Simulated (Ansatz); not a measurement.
What uniaxial strain ε_xx = −1.00 % does to MoSi2

Start from MoSi2 (space group I4/mmm, No. 139; a = 3.174 Å, c = 7.779 Å; relaxed with 0.1 eV smearing). Axes: x, y, z lie along a, b, c of the conventional cell.

The change: uniaxial strain ε_xx = −1.00 %, all other strain components held at zero; the atoms relax in the strained cell.

Level of theory: LDA (Ansatz, a quantum-chemistry and plane-wave program, PAW, without spin-orbit coupling). Settings: 25×25×25 k-points, 0.1 eV Fermi–Dirac smearing.

| quantity | base | changed | shift |
|---|---|---|---|
| volume per atom | 13.06 Å³ | 12.93 Å³ | -0.13 Å³ |
| space group | I4/mmm (No. 139) | Immm (No. 71) | – |
| shortest interatomic distance | 2.564 Å | 2.566 Å | +0.002 Å |
| energy relative to the base (free energy F) | 0 meV/atom | +1.8 meV/atom | +1.8 meV/atom |
| band gap | zero | zero | – |
| stress (xx, yy, zz, yz, xz, xy; compression positive) | – | (4.4, 1.3, 1.0, 0.0, 0.0, 0.0) GPa | – |

Final structure:

```
MoSi2
1.0
   -1.57113     1.58700     3.88936
    1.57113    -1.58700     3.88936
    1.57113     1.58700    -3.88936
Si Mo
2 1
Direct
  0.66492   0.66492   0.00000
  0.33508   0.33508   0.00000
  0.00000   0.00000   0.00000
```

Cost of the whole job for the changed cell (relaxation, final SCF and bands): very roughly 4 core-minutes.

No phonon test of stability was made. The final runs are not spin-polarised.
